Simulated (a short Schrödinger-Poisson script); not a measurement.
System: gated Al0.33Ga0.67N/GaN polarisation-induced gas, at 300 K.

```
layer       material  thickness (nm)  Na (cm⁻³)
-----  -------------  --------------  ---------
1      Al0.33Ga0.67N              15          -
2                GaN            6000       1e14
```

The device is made up for the run: typed textbook-type constants, with dimensions and the other settings drawn at random. Al0.33Ga0.67N: permittivity 9.3, conduction-band edge (eV) 0.462, gap (eV) 4.09, electron mass (mₑ) 0.24, Nv at 300 K (cm⁻³) 4.6e19. GaN: permittivity 9.5, conduction-band edge (eV) 0, gap (eV) 3.43, Nv at 300 K (cm⁻³) 4.6e19.

Channel valleys (confinement mass, in-plane density-of-states mass, number): Γ 0.2, 0.2, 1. At the gate the conduction-band edge of layer 1 lies 1.27 eV − eVg above the Fermi level of the channel; the field vanishes at the back. Sheet of polarisation charge: +1.6e13 e/cm² at 15 nm from the gate. The barrier under the gate holds no holes. Gaps are held at their typed values at every temperature. Mesh 0.08 nm at interfaces.

Solved with a short Schrödinger-Poisson script written for these runs: 1D Poisson equation in equilibrium, electrons quantum, Hartree (BenDaniel-Duke, 40 states a valley, the channel's in-plane mass for all, wave functions free to enter the barrier), parabolic valleys, classical holes, full ionisation, no traps, pinning or gate leakage.

The same stack at other levels of the model or other numerical settings:

| run | sheet density of all electrons at Vg = 0.5 V (cm⁻²) | sheet density of all electrons at Vg = -2.5 V (cm⁻²) | capacitance at Vg = 0.5 V (μF/cm²) | centroid of the channel electrons at Vg = 0.5 V (nm) | rough cost against the base |
|---|---|---|---|---|---|
| base | 1.35e13 | 3.96e12 | 0.522 | 2.23 | about 1 |
| electrons treated as classical, Boltzmann | … | 4.29e12 | … | 0.97 | 0.03 |
| electrons treated as classical, Fermi-Dirac | 1.35e13 | 4.09e12 | 0.509 | 1.97 | 0.1 |
| electrons treated as quantum, Hartree plus LDA exchange-correlation | 1.36e13 | 4.06e12 | 0.524 | 2.02 | 2 |
| mesh six times as coarse | 1.35e13 | 3.95e12 | 0.523 | 2.15 | 0.3 |
| one subband a valley | 1.34e13 | 3.93e12 | 0.518 | … | 0.6 |

Complete the blanks.


- electrons treated as classical, Boltzmann, capacitance at Vg = 0.5 V (μF/cm²): 0.541
- electrons treated as classical, Boltzmann, sheet density of all electrons at Vg = 0.5 V (cm⁻²): 1.43e13
- one subband a valley, centroid of the channel electrons at Vg = 0.5 V (nm): 1.77

The classical rows ignore confinement, and Boltzmann statistics overrate the density once the band edge passes the Fermi level.
